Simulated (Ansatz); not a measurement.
System: Hg (R-3m, No. 166, 1 atom in the cell). Method: r²SCAN (Ansatz, a program for electronic structure, plane waves, PAW).

Input:

Ansatz 0.2 input:
```yaml
crystal:
  lattice:
    - [2.2915646189, -1.9727810271, -0.2189753184]
    - [2.2915646189, 1.9727810271, -0.2189753184]
    - [0.8910485892, 0.0, 2.8977777668]
  atoms:
    - { symbol: Hg, position: [0.0, 0.0, 0.0] }
basis:
  ecutwfc: 560
  ecutrho_ratio: 4
  xc_grid: 3
kpoints:
  mp_grid: { grid: [20, 20, 20] }
hamiltonian:
  xc: r2scan
  dispersion: none
  pseudopotentials: { kind: paw }
scf:
  occupations: { method: fermi_dirac, width: 0.05 }
  convergence: { dr2_threshold: 0.0000000001 }
output:
  forces: false
  stress: true
  eigenvalues: true
```

Excerpt of the program's output:

```
Crystal: 1 atoms, lattice volume = 26.970 Å³
Basis set: ecut = 560 eV, 811 PW (Γ), exchange–correlation on 72×72×72 points (27 copies of the dense FFT grid, shifted against one another)
Bands: 14, of which v1, the nominal top of the filled ones, is band 10 counted from 1 (9 counted from 0)
Symmetry: 12 space group operations
Space group: R-3m (ITA 166), of the structure as read, at distance tolerance 3.0e-5 Å
k-points: 781 of 8000
Functional: x = r2scan, c = r2scan; τ floored in thin density (d = 2e-4 eV/Å³)
SCF iter   1: F=—  HF=-13827.828181 eV  |F-HF|=—  |Δ(HF+E_count)|=         —  Δρ=8.14e-3  dr2=1.75e-2  dr2_τ=2.31e-3
SCF iter   2: F=—  HF=-13827.824517 eV  |F-HF|=—  |Δ(HF+E_count)|=   3.66e-3  Δρ=4.11e-3  dr2=4.47e-3  dr2_τ=4.02e-4
  ...
SCF iter   5: F=—  HF=-13827.823485 eV  |F-HF|=—  |Δ(HF+E_count)|=   1.60e-6  Δρ=4.82e-6  dr2=1.93e-9  dr2_τ=9.85e-10
SCF iter   6: F=-13827.823485 eV  HF=-13827.823485 eV  |F-HF|=7.09e-11  |Δ(HF+E_count)|=   5.06e-9  Δρ=6.32e-7  dr2=5.98e-11  dr2_τ=2.32e-11
SCF 1 converged in 6 iterations: F = -13827.823485 eV  dr2 = 5.98e-11
SCF converged after 6 iterations
Free energy (F): -13827.823485 eV
Internal energy: -13827.821089 eV  (E = F + TS)
E sigma→0 (E₀):  -13827.822287 eV
Fermi energy:    12.433559 eV
--- Stress (GPa, compression-positive) ---
       -0.005395      -0.000000      -0.004146
        0.000000       0.003832       0.000000
       -0.004146       0.000000       0.001969
  P = ⅓ Tr σ = 0.0001 GPa (0.001 kbar)
```

The PAW data were made under PBE.
